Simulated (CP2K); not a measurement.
## Converging the k-point mesh: a (110) slab of Sb (cut from a parent of space group no. 229; 2 atoms in the cell)

```
Sb
1.0
    3.22505     0.00000     0.00000
   -4.30007     3.04061     0.00000
    0.00000     0.00000    16.63330
Sb
2
Direct
  0.00000   0.25000   0.42084
  0.00000   0.75000   0.57916
```

Method: LDA (Pade form), GPW, DZVP-MOLOPT-SR-GTH basis, GTH-PADE potentials (GTH_POTENTIALS) run with CP2K.

Base settings: CUTOFF = 400 Ry; REL_CUTOFF = 40 Ry; SMEAR/METHOD = GAUSSIAN; SIGMA = 0.1 eV; KPOINTS/SCHEME = MONKHORST-PACK 8 8 1; GAMMA_CENTERED = T; XC_FUNCTIONAL = PADE; Sb/BASIS_SET = DZVP-MOLOPT-SR-GTH-q5; Sb/POTENTIAL = GTH-PADE-q5; METHOD = GPW.

Moved along: GAMMA_CENTERED.

Only quantities that move along the ladder and can be compared are tabulated.

The starting cell comes from a database of computed structures (which also holds hypothetical and non-ambient phases and stackings), without a prior relaxation at this level. The slab is cut from that crystal, and its faces are unrelaxed. Its lattice was rescaled by up to half a per cent. Values carry the incompleteness of an atom-centred basis.

```tsv
KPOINTS/SCHEME	free energy less the last step's (meV/atom)	largest difference of a force vector from the last step's (eV/Å)
MONKHORST-PACK 3 3 1	-324.41	0.881
MONKHORST-PACK 4 4 1	322.10	0.364
MONKHORST-PACK 5 5 1	-38.56	0.081
MONKHORST-PACK 6 6 1	-19.69	0.140
MONKHORST-PACK 7 7 1	39.12	0.048
MONKHORST-PACK 8 8 1	38.19	0.253
MONKHORST-PACK 9 9 1	4.77	0.110
MONKHORST-PACK 11 11 1	-5.13	0.062
MONKHORST-PACK 13 13 1	0.24	0.080
MONKHORST-PACK 15 15 1	-1.56	0.023
MONKHORST-PACK 17 17 1	4.39	0.049
MONKHORST-PACK 20 20 1	-2.21	0.021
MONKHORST-PACK 24 24 1	1.32	0.006
MONKHORST-PACK 28 28 1	-0.19	0.004
MONKHORST-PACK 33 33 1	-0.35	0.014
MONKHORST-PACK 38 38 1	0.07	0.002
MONKHORST-PACK 45 45 1	0.00	0.000
```

Coarsest KPOINTS/SCHEME that holds the forces within 0.01 eV/Å of the last step, with all finer ones: MONKHORST-PACK 38 38 1; the step before is off by 0.014 eV/Å.

Coarsest KPOINTS/SCHEME that holds the free energy within 1 meV/atom of the last step, with all finer ones: MONKHORST-PACK 28 28 1; the step before is off by 1.3 meV/atom.

Two neighbours can agree and both be off: MONKHORST-PACK 7 7 1 and MONKHORST-PACK 8 8 1 differ by 0.93 meV/atom in the free energy, yet lie about 38 meV/atom from the last step.
